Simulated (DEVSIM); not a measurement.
Device: Co/SiON/SiO2/p-Si capacitor, at 300 K.

```
layer (left to right)  material  thickness (nm)  Na (cm⁻³)
---------------------  --------  --------------  ---------
1                          SiON            3.20          -
2                          SiO2           0.650          -
3                            Si            5200     1.2e16
```

Metal gate on the left, work function 5 eV. Fixed charge at the semiconductor interface -9e11 cm⁻² (in units of +e); no interface traps.

This is a model device: material constants are rounded textbook-type values typed into the input, and sizes, dopings and lifetimes were drawn at random. Values at 300 K.

```
parameter      SiON  SiO2       Si
-------------  ----  ----  -------
gap (eV)          7     9    1.124
affinity (eV)   1.4   0.9     4.05
permittivity    5.5   3.9     11.7
Nc (cm⁻³)         -     -  2.86e19
Nv (cm⁻³)         -     -   3.1e19
```

DEVSIM, 1D Poisson equation in equilibrium, Boltzmann statistics, complete ionisation; no quantum confinement or tunnelling. Metal contacts follow the ideal Schottky-Mott rule: no Fermi-level pinning, no interface dipoles.

The fixed charge was swept, all else fixed.

| fixed charge (cm^-2) | flat-band voltage (V) | threshold voltage (band bending 2φF) (V) | minimum of the low-frequency capacitance (μF/cm²) |
|---|---|---|---|
| -3.51e12 | 0.50 | 1.27 | 0.0414 |
| -2.2e12 | 0.33 | 1.09 | 0.0404 |
| -9e11 | 0.15 | 0.92 | 0.0404 |
| 4.05e11 | -0.03 | 0.74 | 0.0409 |
| 1.71e12 | -0.20 | 0.56 | 0.0416 |

From the first row to the last the flat-band voltage goes from 0.50 to -0.20. From the first row to the last the threshold voltage (band bending 2φF) goes from 1.27 to 0.56.
